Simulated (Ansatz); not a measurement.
Abridged Ansatz (a quantum-chemistry and plane-wave program) output:

```
Relaxation: its limit of steps is 50 (relax.max_steps)
Pseudopotential: Zn, paw, valence charge 12
Crystal: 2 atoms, lattice volume = 27.706 Å³
Basis set: ecut = 420 eV, 549 PW (Γ), exchange–correlation on 36×36×64 points (8 copies of the dense FFT grid, shifted against one another)
Bands: 16, of which v1, the nominal top of the filled ones, is band 12 counted from 1 (11 counted from 0)
Symmetry: 8 space group operations
k-points: 1183 of 8125
Functional: x = pbesol(κ = 0.804, μ = 0.12345679012345678), c = pbesol(β = 0.046)
SCF iter   1: F=—  HF=-6561.812086 eV  |F-HF|=—  |Δ(HF+E_count)|=         —  Δρ=5.73e-3  dr2=5.14e-3  ethr=1.77e-3  ⟨swp⟩=5.2  Hψ=91812  notcnv=0
SCF iter   2: F=—  HF=-6561.811026 eV  |F-HF|=—  |Δ(HF+E_count)|=   1.06e-3  Δρ=9.07e-4  dr2=1.28e-4  ethr=2.14e-5  ⟨swp⟩=2.0  Hψ=41826  notcnv=0
SCF 1 converged in 7 iterations: F = -6561.810673 eV  dr2 = 1.87e-11
relax step   1: F+E_penalty+E_count = -6561.81067279 eV  Δ(F+E_penalty+E_count) = +0.000e0 eV  max|allowed force component| = 2.178e-3 eV/Å  Δτ_max = 0.0000 Å  (7 SCF iters, accepted)
SCF converged after 7 iterations
Free energy (F): -6561.810673 eV
Internal energy: -6561.798532 eV  (E = F + TS)
E sigma→0 (E₀):  -6561.804603 eV
Entropy (-TS):   -0.012140 eV (-6.070 meV/atom)
Fermi energy:    12.321788 eV
--- Forces (eV/Å), atoms counted from 1 ---
  atom   1  Zn     0.00000000     0.00217806     0.00000000
  atom   2  Zn     0.00000000    -0.00217806     0.00000000
--- Stress (GPa, compression-positive) ---
        4.620533       0.000000       0.000000
        0.000000       1.058678       0.000000
        0.000000       0.000000       1.219741
  P = ⅓ Tr σ = 2.2997 GPa (22.997 kbar)
--- Relaxed structure (1 steps of the walk, 1 accepted, 0 SCFs on fresh bases) ---
  atoms:
    - { symbol: Zn, position: [0.66666666665, 0.33333333330000003, 0.75] }
    - { symbol: Zn, position: [0.3333333333499999, 0.6666666667, 0.24999999999999997] }
```

**Question.** What was computed, and what are the main results?

**Answer.** Zn, 2 atoms in the cell, with Kohn–Sham DFT with the PBEsol functional, run in Ansatz with PAW and 420 eV plane waves, spin-orbit coupling left out. The last SCF converged to F = -6561.810673 eV, or -3280.9053 eV per atom, at a pressure of 2.30 GPa. The total energy compares only with runs of the same code, potentials and settings.

The cells carry an imposed strain or load. Whether these cells are dynamically stable was not tested. The cell was made from Zn in the hcp (Mg type) structure (space group P6_3/mmc, No. 194) by this change: uniaxial strain ε_xx = −2.00 %.

Keys are those of Ansatz 0.2.
